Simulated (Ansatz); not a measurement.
# TiSe2: pressure −1 GPa

The parent structure is TiSe2 in the CdI2 type structure (space group P-3m1, No. 164; a = 3.481 Å, c = 5.872 Å; layered, stacked along the Cartesian z axis).

One thing is altered: a negative pressure, −1 GPa.

Method: plane-wave PAW DFT at the PBE-D3(BJ) level (Ansatz, a program for electronic structure, 420 eV), no spin-orbit coupling. Settings: 15×15×8 k-points, 0.05 eV Fermi–Dirac smearing.

The volume per atom rises by 0.57 Å³ (20.54 Å³ → 21.11 Å³) and the lattice parameter a grows by 0.019 Å (3.481 Å → 3.500 Å). The c/a ratio goes up by 0.018, from 1.687 to 1.705 and the shortest interatomic distance grows by 0.008 Å, from 2.540 Å to 2.548 Å. The enthalpy H = E + PV relative to the base's energy is -0.13 eV/atom and the band gap stays zero.

Final structure:

```
CELL_PARAMETERS angstrom
      3.50045     0.00000     0.00000
     -1.75023     3.03148     0.00000
      0.00000     0.00000     5.96895
ATOMIC_POSITIONS crystal
  Ti 0.00000 0.00000 0.00000
  Se 0.66667 0.33333 0.26000
  Se 0.33333 0.66667 0.74000
```

Load acts through the strain it causes; cell and atoms are relaxed under it. No phonon test of stability was made. The final runs are not spin-polarised.
